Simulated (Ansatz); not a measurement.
**GaCuSe2: holes 5.0×10^21 cm⁻³**

Consider GaCuSe₂ in the chalcopyrite structure (space group I-42d, No. 122; a = 5.608 Å, c = 11.096 Å).

It is then changed as follows: hole doping at 5.0×10^21 cm⁻³ (0.872 per cell), with a uniform compensating background at fixed cell and a 300 K Fermi–Dirac width.

Computed with DFT with r2SCAN, PAW potentials and a 500 eV plane-wave cutoff in Ansatz (a program for electronic structure), no spin-orbit coupling, earlier PAW set. k-mesh 12×12×12 (Γ-centred); smearing 0.0259 eV (Fermi–Dirac).

* **Gap between the host's bands**: 0.81 eV (base 0.57 eV)
* **Gap character**: direct at Γ (base direct at Γ)
* **Largest internal atomic displacement**: 0.020 Å
* **Fermi level relative to the doped band's edge (positive inside the band; to 0.05 eV)**: +0.45 eV

Final structure:

```
GaCuSe2
1.0
   -2.80390     2.80390     5.54824
    2.80390    -2.80390     5.54824
    2.80390     2.80390    -5.54824
Cu Ga Se
2 2 4
Direct
  0.75000   0.25000   0.50000
  0.00000   0.00000   0.00000
  0.25000   0.75000   0.50000
  0.50000   0.50000   0.00000
  0.11780   0.12500   0.49280
  0.63220   0.62500   0.50720
  0.37500   0.88220   0.00720
  0.87500   0.36780   0.99280
```
Cell charge +0.872393.

Charged cell with a jellium background: band edges are those of the host's band count, energies are not comparable with the neutral cell, and many-body gap narrowing is missing. Stability against distortions was not tested. The final runs are not spin-polarised.
